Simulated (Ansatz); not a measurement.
Consider this model of amorphous Ge28Se28B3.

```xyz
59
Lattice="11.4201 -0.7076 -0.1968 -0.7076 10.3898 0.2737 -0.1968 0.2737 12.3405" Properties=species:S:1:pos:R:3 pbc="T T T"
Ge    -0.3976     7.1756     3.7580
Ge     3.1911     7.3188     9.9139
Ge     0.8029     9.8133    10.4910
Ge     7.4271     2.1220     4.6786
Ge     8.9256     3.7240     1.5073
Ge     6.4303     5.0288     5.3416
Ge     3.2226     9.5484     8.5399
Ge     5.2682     0.6259     5.4575
Ge    -0.2662     6.9846     0.2433
Ge     2.7656     2.9698     8.8528
Ge     6.4565     4.8923     9.0090
Ge     0.0528     2.4900    11.4222
Ge     3.7448     3.0754     4.9563
Ge     8.9543     7.4939     2.4230
Ge     2.4784     0.3070     6.0869
Ge     1.7429     5.7420     5.5494
Ge     0.2347     1.9938     3.5178
Ge     9.3001     0.7363    11.8278
Ge     0.1056     7.2884     8.0896
Ge     9.6402     5.1202     6.8291
Ge     3.8266     1.5114     2.7180
Ge     8.8952     4.3286     9.8818
Ge     5.6916     1.6484     0.5553
Ge     2.4589     5.7599    12.2181
Ge     2.4270     1.7882     0.3064
Ge    10.1469    -0.3907     1.7772
Ge     3.9370     8.8273     0.1901
Ge     6.9211     1.0272     9.0002
Se     6.7330     7.3096     3.3681
Se     5.1797     3.4017     7.0642
Se     5.7514     7.1686    10.0292
Se     7.8433     2.7712    11.6501
Se     6.6222     3.2208     2.4843
Se    10.3358     7.3681     9.8894
Se     4.6847     0.5668    10.3698
Se     8.5541     6.0784     0.3975
Se     7.5421     6.4315     7.2617
Se    -0.2430     4.8211    10.9525
Se     5.5848     9.5959     7.5196
Se     2.1010     5.5619     8.3865
Se     1.5457     2.7100     6.0702
Se     4.8548     5.9700     1.0134
Se     9.2132     2.9535     7.8394
Se     9.6567     4.4778     4.4919
Se    10.4233     8.0642     5.4009
Se     6.1906     9.6789     1.0651
Se     7.8427     9.7905    10.2681
Se     2.5360     8.0687     6.0499
Se     3.8423     5.4600     4.2806
Se     4.2949     9.4915     3.7601
Se     0.4869     1.5467     9.2101
Se     1.9454     0.0888     3.5270
Se     8.3983    -0.0417     3.7886
Se     1.7327     3.4563     2.1041
Se     3.6418     3.7476    11.2532
Se     0.1351     9.6075     0.5602
B      4.6377     7.2290    11.6774
B      0.7312     8.7701     6.6214
B      6.1946     9.3109     3.0968
```

All values below come from PBE-D3(BJ), scalar-relativistic without spin-orbit coupling, PAW (Ansatz default set, large-core Se) (plane waves to 420 eV; Ansatz, a first-principles code).

A CHGNet melt-quench gave the starting glass, which DFT then relaxed. The hot cell started wider than the set density and was brought back towards it in steps. It is the lowest in DFT energy of 3 quenches. It is a model cell: composition and starting density were chosen by hand, and all elements were melted together. The geometry includes D3(BJ) dispersion. Its density started from a set value of 4.88 and ended at 4.88 g/cm³. The simulated quench (nominally 180 K/ps over its main leg) is rapid and tends to freeze in more defects than a deposited or slowly cooled glass has. One small periodic cell is one sample of the glass; other quenches scatter about these values. Volume and shape were free in the relaxation. On a 2×2×2 Γ-centred mesh force components of up to 0.16 eV/Å stay, since the relaxation ran on one k-point at (1/4, 1/4, 1/4).

Neighbours within Ge-Ge 2.85 Å, Ge-Se 2.86 Å, Ge-B 2.45 Å, Se-Se 2.76 Å, Se-B 2.45 Å, B-B 2.02 Å count as bonded.

Q: Give the coordination numbers, mean bond lengths and angles.

A: 
The mean coordination of Ge is 3.39 (2 with 2, 13 with 3, 13 with 4) and the mean coordination of Se comes out as 2.68 (10 with 2, 17 with 3, 1 with 4). The mean coordination of B comes out as 4.00 (3 with 4) and the mean Ge-Se bond comes out as 2.579 Å (spread 0.099 Å, 67 counted). The mean Ge-Ge bond comes out as 2.632 Å (spread 0.095 Å, 12 counted) and the mean Se-B bond is 2.025 Å (spread 0.043 Å, 8 counted). The mean Ge-B bond comes out as 2.227 Å (spread 0.040 Å, 4 counted), the bond angle at Ge comes out as mean 102.3°, spread 18.4° and the bond angle at Se is mean 99.0°, spread 18.8°. The bond angle at B comes out as mean 109.4°, spread 18.3°.

Q: List the pairs of like atoms that count as bonded by the rules above.

A: Ge1-Ge14 (2.57 Å), Ge2-Ge7 (2.62 Å), Ge4-Ge8 (2.74 Å), Ge11-Ge22 (2.65 Å), Ge12-Ge18 (2.49 Å), Ge12-Ge25 (2.53 Å), Ge13-Ge21 (2.73 Å), Ge14-Ge26 (2.58 Å), Ge17-Ge26 (2.73 Å), Ge18-Ge26 (2.53 Å), Ge19-Ge20 (2.61 Å), Ge21-Ge25 (2.80 Å).
